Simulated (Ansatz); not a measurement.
Results of LDA (Ansatz, a first-principles code, plane waves, PAW) for NiAs-type NiSb.

Numerical settings: plane-wave cutoff 520 eV, 18×18×12 k mesh (along the axes of the cell as run), Fermi–Dirac smearing 0.05 eV, no spin polarisation, scalar-relativistic PAW data made under PBE.

Computed at the level's own relaxed cell.

### Question
Estimate the pressure derivative B′ of the bulk modulus, bulk modulus B0, c axis length, lattice parameter a and equilibrium volume per atom that the calculation returns.

### Answer

- pressure derivative B′ of the bulk modulus = 4.9
- bulk modulus B0 = 140 GPa
- c axis length = 5.027 Å
- lattice parameter a = 3.879 Å
- equilibrium volume per atom = 16.38 Å³/atom

The run finds no gap.

Measured, for comparison: lattice parameter c 5.148 Å, lattice constant a 3.946 Å (temperature not stated, not corrected to a static lattice; as tabulated in Wikipedia's data pages). Computed (rounded) less measured: lattice parameter c -2.4 %, lattice constant a -1.7 %. A static lattice is as a rule a little smaller and stiffer than an uncorrected measurement, which narrows the difference in the lattice constant a and would widen misses of the other sign.

Note: the bulk modulus comes from volumes at which shape and atoms were relaxed.

Spin–orbit coupling is not included.

Computed values are for the static lattice.

It cost about 10 core-minutes (a rough figure) of CPU time.
